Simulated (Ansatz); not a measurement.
**Effect of holes 1.5×10^21 cm⁻³ on BN**

Take BN (space group P6_3/mmc, No. 194; a = 2.5043 Å, c = 7.0354 Å; layered, stacked along the Cartesian z axis) as the base.

Modification: hole doping at 1.5×10^21 cm⁻³ (0.0573 per cell), with a uniform compensating background at fixed cell and a 300 K Fermi–Dirac width.

Calculations: PBEsol in Ansatz (plane waves to 420 eV, PAW, without spin-orbit coupling). Settings: 27×27×9 k-points, 0.0259 eV Fermi–Dirac smearing.

- Gap between the host's bands: 4.31 eV (base 4.25 eV)
- Gap character: indirect, k = (0.296, 1/3, 0) in the run's primitive reciprocal basis → M (base indirect, k = (0.296, 1/3, 0) in the run's primitive reciprocal basis → M)
- Fermi level relative to the doped band's edge (positive inside the band; to 0.05 eV): +0.05 eV

Carriers are added with a uniform compensating background; total energy and stress of such cells depend on the potential's zero and are not compared; many-body gap narrowing is missing at this level. No phonon test of stability was made. The base started in Pnma and relaxed to P6_3/mmc at this level. No dispersion term is included in the PBEsol runs.

Ansatz is a program for electronic structure.
